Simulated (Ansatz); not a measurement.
KCSN (Pbcm, No. 57), treated with PBEsol (plane waves, PAW; Ansatz, a quantum-chemistry and plane-wave program).

Settings: plane-wave cutoff 520 eV, 6×6×6 k mesh, Fermi–Dirac smearing 0.01 eV, scalar-relativistic PAW data made under PBE.

The cell is scaled about its equilibrium volume:

Shape and atoms are relaxed at each volume.

```tsv
V (Å³/atom)	P (GPa)	direct gap at Γ (eV)	smallest gap on the k mesh (eV)
19.694	0.76	3.931	3.871
20.104	0.36	3.965	3.895
20.514	0.00	3.999	3.920
20.925	-0.31	4.034	3.945
21.335	-0.59	4.068	3.970
```

The fundamental gap (3.91 eV at the equilibrium volume, with added k points) lies elsewhere than Γ–Γ.

Note: the bulk modulus comes from volumes at which shape and atoms were relaxed.
